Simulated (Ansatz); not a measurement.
## GaAs: pressure 22.5 GPa

Take GaAs in the zinc blende structure (space group F-43m, No. 216; a = 5.746 Å) as the base.

Perturbation: cell and atoms relaxed at a pressure of 22.5 GPa.

Level of theory: PBE (Ansatz, an electronic-structure program, PAW, no spin-orbit coupling). k-mesh 10×10×10 (Γ-centred); smearing 0.05 eV (Fermi–Dirac).

- Volume per atom: 19.00 Å³ (base 23.71 Å³)
- Lattice parameter a: 5.337 Å (base 5.746 Å)
- Shortest interatomic distance: 2.311 Å (base 2.488 Å)
- Enthalpy H = E + PV relative to the base's energy: +2.94 eV/atom
- Band gap: 1.08 eV (base 0.16 eV)
- Gap character: indirect, Γ → X (base direct at Γ)
- Smallest direct gap: 1.88 eV (base 0.16 eV)
- Hole mass (degenerate bands, along [100]): 0.091, 0.28, 0.28 mₑ (at Γ)
- Valley order (the lowest conduction-band minima on the path, energy above the VBM, named in the base's zone): a point along ⟨100⟩, about 1.0 Å⁻¹ from Γ 1.08 eV; L along ⟨111⟩ 1.52 eV; Γ 1.88 eV (base Γ 0.16 eV; L along ⟨111⟩ 0.87 eV; a point along ⟨100⟩, about 0.9 Å⁻¹ from Γ 1.49 eV)

Final structure:

```xyz
2
Lattice="0.0000 2.6684 2.6684 2.6684 0.0000 2.6684 2.6684 2.6684 0.0000" Properties=species:S:1:pos:R:3 pbc="T T T"
Ga     0.0000     0.0000     0.0000
As     1.3342     1.3342     1.3342
```

Cost of the whole job for the changed cell (relaxation, final SCF and bands): around 15 core-seconds (rough).

Load acts through the strain it causes; cell and atoms are relaxed under it. Masses are band curvatures over ±0.01 Å⁻¹ around the edge. Stability against distortions was not tested. Measured, GaAs leaves this structure (for a Cmcm phase) near 15 GPa (room temperature; as listed in arXiv:1906.07825). The zero or small gap of GaAs can change with the level of theory.
